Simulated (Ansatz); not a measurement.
## WC: biaxial strain +0.79 %, plane normal [001], relaxed out of plane

The reference is WC (space group P-6m2, No. 187; a = 2.9131 Å, c = 2.8358 Å; relaxed with 0.1 eV smearing). Axes: x lies along a and z along c of the hexagonal cell.

Now apply this change: biaxial strain +0.79 %, plane normal [001], relaxed out of plane (Cartesian); in-plane vectors clamped, the third vector and the atoms free.

Computed with r2SCAN (Ansatz, a quantum-chemistry and plane-wave program), no spin-orbit coupling, earlier PAW set. Settings: 23×23×20 k-points, 0.1 eV Fermi–Dirac smearing.

Space group: P-6m2 (No. 187) (base P-6m2 (No. 187))
Shortest interatomic distance: 4.172 bohr (base 4.157 bohr)
Band gap: zero (base zero)
Out-of-plane strain: -0.27 %
Mean in-plane stress (compression positive): -7.0 GPa

Final structure (turned so that z lies along the plane normal):

```
WC
1.0
    2.93610     0.00000     0.00000
    1.46805     2.54273     0.00000
    0.00000     0.00000     2.82817
W C
1 1
Direct
  0.00000   0.00000   0.00000
  0.66667   0.66667   0.50000
```

Cost of the whole job for the changed cell (relaxation, final SCF and bands): roughly 110 core-seconds.

No phonon test of stability was made. The final runs are not spin-polarised.
